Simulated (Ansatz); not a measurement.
Input and output of a relaxation of the atoms for HfAu (P4mm, 4 atoms in the cell) (Ansatz, a program for electronic structure).

Level of theory: LDA (PW92), default PAW files made with PBE (plane waves; Ansatz).

The change in words: one atom moved by 0.15 angstrom; relax: default → atoms; relax.f_tol: default → 0.2 eV/Å. Reference geometry:
```
CELL_PARAMETERS angstrom
      3.46644     0.00000     0.00000
      0.00000     3.46644     0.00000
      0.00000     0.00000     6.28892
ATOMIC_POSITIONS crystal
  Hf 0.00000 0.50000 0.85158
  Hf 0.50000 0.00000 0.14842
  Au 0.00000 0.50000 0.37143
  Au 0.50000 0.00000 0.62857
```

Reference input (self-consistent single point, DFT, LDA (PW92), plane waves, default PAW files made with PBE): basis.ecutwfc = 420 eV; kpoints.mp_grid.grid = 10 10 5; hamiltonian.xc = lda; hamiltonian.pseudopotentials = {kind: paw} (the program's default PAW files); scf.occupations.method = fermi_dirac; scf.occupations.width = 0.1 eV. This run's input differs from it in these lines:

```diff
@@ -7,3 +7,3 @@
   atoms:
-    - { symbol: Hf, position: [0.000000, 0.500000, 0.851580] }
+    - { symbol: Hf, position: [0.000000, 0.500000, 0.875431] }
     - { symbol: Hf, position: [0.500000, 0.000000, 0.148420] }
@@ -24,2 +24,4 @@
     width: 0.1 eV
+relax:
+  f_tol: 0.2
 output:
```

Log, with long lists cut:

```
   [... SCF lines of the steps left out ...]
relax step   1: F+E_penalty+E_count = -56685.85327071 eV  Δ(F+E_penalty+E_count) = +0.000e0 eV  max|allowed force component| = 1.600e0 eV/Å  Δτ_max = 0.0000 Å  (6 SCF iters, dr2 threshold 1.00e-4 eV, accepted)
relax step   2: F+E_penalty+E_count = -56685.89472995 eV  Δ(F+E_penalty+E_count) = -4.146e-2 eV  max|allowed force component| = 1.220e0 eV/Å  Δτ_max = 0.1965 Å  (8 SCF iters, dr2 threshold 1.00e-4 eV, accepted)
relax step   3: F+E_penalty+E_count = -56685.97564818 eV  Δ(F+E_penalty+E_count) = -8.092e-2 eV  max|allowed force component| = 1.811e-1 eV/Å  Δτ_max = 0.0921 Å  (7 SCF iters, dr2 threshold 9.30e-5 eV, accepted)
relax step   4: F+E_penalty+E_count = -56685.97564902 eV  Δ(F+E_penalty+E_count) = -8.455e-7 eV  max|allowed force component| = 1.806e-1 eV/Å  Δτ_max = 0.0000 Å  (4 SCF iters, accepted)
the relaxation is at rest under the 8 symmetry operations that the run kept from its start: a minimum is not shown …
Stability not checked: this state was not tested for a lower state beside it, because too few of the mixer's solves of this state at the end of the SCF gave a …
Free energy (F): -56685.975649 eV
Internal energy: -56685.910701 eV  (E = F + TS)
E sigma→0 (E₀):  -56685.943175 eV
Entropy (-TS):   -0.064948 eV (-16.237 meV/atom)
Fermi energy:    20.990683 eV
--- Forces (eV/Å), atoms counted from 1 ---
  atom   1  Hf    -0.00000000    -0.00000000    -0.17621020
   [... lines left out ...]
  atoms:
    - { symbol: Hf, position: [-5.852472797225547e-18, 0.49999999999999994, 0.8588275218500283] }
    - { symbol: Hf, position: [0.49999999999999994, -1.9445750859037624e-34, 0.15303436191788472] }
    - { symbol: Au, position: [2.2234778981010905e-18, 0.49999999999999994, 0.3777380116691132] }
    - { symbol: Au, position: [0.49999999999999994, 2.7779644084339465e-35, 0.6342511045629737] }
```

The run converged. 

Summary of the result:
- Free energy E − TS (on the zero of these files): -56685.9756 eV
- Fermi level (on the code's own zero): 20.99 eV
- Pressure: -4.80 GPa
- Largest force (vector length): 0.181 eV/Å
- Relaxation steps: 4

The starting cell comes from a database of computed structures (which also holds hypothetical and non-ambient phases and stackings), without a prior relaxation at this level. Its lattice was rescaled by up to half a per cent. For this run, on top of that: one atom moved by 0.15 angstrom. The relaxation keeps the symmetry of its start, so its end need not be a minimum. Ansatz's pressure includes its estimate of the finite-basis (Pulay) stress.

Cost on one core of a shared machine: roughly 2 min.

Keys are those of Ansatz 0.2.
